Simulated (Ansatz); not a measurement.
Some atoms of an NVE trajectory of composition Si15Sb, cell Si60Sb4, first heated far above this temperature, then brought to it, at a temperature that wasn't checked against the liquidus, so perhaps supercooled [in the run: it was liquid; mean temperature 1755 K (target 1670 K); density 2.80 g/cm³]; time step 2.0 fs, velocity Verlet. Level of theory: PBE (plane waves, PAW; Ansatz, a quantum-chemistry and plane-wave program). On the run's last frame a denser k-mesh moved the forces by 0.104 eV/Å rms, the static pressure by 0.14 GPa and the free energy by 7 meV/atom, which is about how far such values are converged.

| atom | mass (u) | x y z (Å) | v (Å/fs) | F (eV/Å) |
|---|---|---|---|---|
| Si6 | 28.085 | 7.38276 -1.42020 7.61102 | -0.006395 0.005114 0.003127 | 0.3120 0.2038 -0.9166 |
| Si50 | 28.085 | -5.94940 -5.59588 10.59948 | -0.002356 0.003314 -0.007869 | 1.0068 0.9634 -1.5246 |
| Si53 | 28.085 | 6.94731 8.81864 13.48177 | -0.002276 -0.010375 -0.004019 | 0.1794 -0.0951 0.4387 |
| Si56 | 28.085 | 7.32565 13.63514 4.45562 | -0.015945 -0.000103 0.001464 | -0.4769 0.9548 -0.2121 |

Question: Give their positions one step later.

Answer: x' = x + vΔt + FΔt²/(2m), with 1 eV/(Å·u) = 0.0096485 Å/fs².
| atom | x' y' z' (Å) |
|---|---|
| Si6 | 7.37018 -1.40983 7.61665 |
| Si50 | -5.95342 -5.58859 10.58269 |
| Si53 | 6.94288 8.79783 13.47403 |
| Si56 | 7.29343 13.63560 4.45840 |
